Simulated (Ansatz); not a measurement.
Base system: GaSb in the zinc blende structure (space group F-43m, No. 216; a = 6.111 Å).

Now apply this change: N takes the place of Sb on all its sites; the structure is relaxed again.

Levels (all Ansatz, an electronic-structure program, PAW): PBEsol (420 eV, no SOC); r2SCAN (500 eV, no SOC); HSE06 (420 eV, without spin-orbit coupling).

One geometry, relaxed with PBEsol, under each level:

Notes on the quantities. hole mass: degenerate bands, along [100].

```csv
level,band gap,lowest conduction level above the VBM at special points,electron mass,hole mass,pressure
PBEsol,1.70 eV,Γ 1.70 eV; X 3.22 eV; L 4.59 eV; K 4.88 eV,0.15 mₑ (at Γ),"0.16, 0.86, 0.86 mₑ (at Γ)",0.01 GPa
r2SCAN,2.17 eV,Γ 2.17 eV; X 3.77 eV; L 5.22 eV; K 5.48 eV,0.17 mₑ (at Γ),"0.18, 0.86, 0.86 mₑ (at Γ)",-0.02 GPa
HSE06,?,?,–,–,–
```

Give the withheld HSE06 results.


- HSE06, band gap: 3.00 eV
- HSE06, lowest conduction level above the VBM at special points: Γ 3.00 eV; X 4.45 eV; L 6.12 eV

Single points use the geometry relaxed with PBEsol. Their cutoffs differ, which shifts pressures a little. Masses are band curvatures over ±0.01 Å⁻¹ around the edge. Stability against distortions was not tested. The final runs are not spin-polarised. This is not the structure that GaN has at room temperature and ambient pressure.
